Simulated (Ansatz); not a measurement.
Base system: HfN in the rock salt structure (space group Fm-3m, No. 225; a = 4.5018 Å; relaxed with 0.1 eV smearing). Axes: x, y, z lie along the cube axes.

All numbers come from Ansatz (a first-principles code), PBEsol, PAW, cutoff 420 eV, spin-orbit coupling left out.

It is then changed as follows: biaxial strain +1.01 %, plane normal [110], relaxed out of plane (Cartesian); in-plane vectors clamped, the third vector and the atoms free.

Predict the new out-of-plane strain.

The out-of-plane strain comes out as -0.73 %.

What happens to the energy relative to the base?

The energy grows by 3.9 meV/atom.

A biaxial case was relaxed in a doubled cell and then solved in the primitive one. Whether these cells are dynamically stable was not tested. The final runs are not spin-polarised. An odd electron count without spin: HfN.
